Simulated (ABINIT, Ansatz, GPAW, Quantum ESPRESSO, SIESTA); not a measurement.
## Nb (Im-3m, 1 atom in the cell) computed with different codes at matched settings

Self-consistent single point.

```yaml
crystal:
  lattice:
    - [-1.68370, 1.68370, 1.68370]
    - [1.68370, -1.68370, 1.68370]
    - [1.68370, 1.68370, -1.68370]
  atoms:
    - { symbol: Nb, position: [0.00000, 0.00000, 0.00000] }
```

Shared settings, as Ansatz (a quantum-chemistry and plane-wave program) writes them: kpoints.mp_grid.grid = 6 6 6; scf.occupations.method = fermi_dirac; scf.occupations.width = 0.0073 Ry. Potentials and cutoffs stand in the table.

| code | model | pressure (GPa) | cutoff |
|---|---|---|---|
| SIESTA | GGA PBE, numerical atomic orbitals DZP, PseudoDojo PBE standard norm-conserving potentials (rewritten from UPF to PSML) | -9.36 | grid 350 Ry |
| Quantum ESPRESSO | PBE, PseudoDojo standard norm-conserving (PBE) pseudopotentials | -8.99 | 85 Ry |
| ABINIT | PBE, norm-conserving pseudopotentials (PseudoDojo nc-sr-05 PBE standard) | -9.03 | 82 Ry |
| GPAW | PBE, GPAW PAW datasets PBE (gpaw-data 1.0.1) | -9.71 | 550 eV |
| Ansatz | PBE, default PAW files | -9.17 | 30.9 Ry |

On Ansatz's run: spin polarisation is off.

The spread over the programs that give each value: pressure within 0.72 GPa.

SIESTA uses small atom-centred bases, whose incompleteness enters pressures, forces and empty levels differently from a plane-wave cutoff. Ansatz's pressure is given at a fixed set of plane waves, as the other plane-wave codes print theirs.

On the base mesh (11 11 11) the same programs gave: Ansatz pressure -7.49 GPa; Quantum ESPRESSO pressure -7.35 GPa; ABINIT pressure -7.38 GPa; GPAW pressure -8.13 GPa; SIESTA pressure -7.80 GPa.

The values differ from the base mesh's, so the mesh still matters here: the table compares the programs at equal settings.

The starting cell comes from a database of computed structures (which also holds hypothetical and non-ambient phases and stackings), without a prior relaxation at this level. Its lattice was rescaled by a random factor within 2.5 % of one.

Left out of this page: CP2K (on another mesh); Elk and FLEUR (not drawn, or without a comparable value).

Keys are those of Ansatz 0.2.
